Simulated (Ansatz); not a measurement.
For TiO₂ (P2₁/c, No. 14, 12 atoms in the cell; start mp-430; high-pressure phase), LDA in Ansatz (PAW) gives:

| Item | Result |
|---|---|
| cohesive energy | 8.10 eV/atom |
| band gap | 2.19 eV |

What does r²SCAN+rVV10 in Ansatz (PAW) give for the same quantities?


- cohesive energy: 6.89 eV/atom (shrinks by 1.21 eV/atom)
- band gap: 2.66 eV (increases by 0.47 eV)

Changes are worked out from the printed values.

Unless a cell is named, each level is at its own relaxed cell (LDA 9.26, r²SCAN+rVV10 9.59 Å³/atom).

Density-functional gaps are differences of (generalised) Kohn–Sham levels.

Caveats: the relaxation could not lower the start's symmetry, so the cell can be a saddle point above a distorted one (LDA, r²SCAN+rVV10). Ansatz's density-functional and Hartree–Fock values are scalar-relativistic unless marked +SOC, with PAW data made under PBE.

A start named mp-… is a Materials Project structure, which need not be a measured phase.

Ansatz is a first-principles code.
